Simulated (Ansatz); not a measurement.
# Bulk modulus of Os (Fm-3m, No. 225; start COD 1534943; another form than the element's usual one) at several levels of theory

No measured value is used here.

```json
[
 {"level (code)": "LDA (Ansatz)", "value (GPa)": "442", "cell (Å³/atom)": "13.75"},
 {"level (code)": "PBEsol (Ansatz)", "value (GPa)": "425", "cell (Å³/atom)": "13.94"},
 {"level (code)": "r²SCAN (Ansatz)", "value (GPa)": "420", "cell (Å³/atom)": "14.08"}
]
```

Density-functional levels without +SOC have no spin–orbit coupling. LDA, PBEsol, r²SCAN: the run has no spin polarisation, so it can have missed a magnetic state. LDA, PBEsol, r²SCAN: the bulk modulus is −V dP/dV from two relaxed cells at ±2 % in volume. LDA, PBEsol, r²SCAN: the relaxation could not lower the start's symmetry, so the cell can be a saddle point above a distorted one. Each level is taken at its own relaxed cell. Cutoffs differ between the levels. Ansatz's density-functional and Hartree–Fock values are scalar-relativistic unless marked +SOC, with PAW data made under PBE.

Ansatz is a quantum-chemistry and plane-wave program.
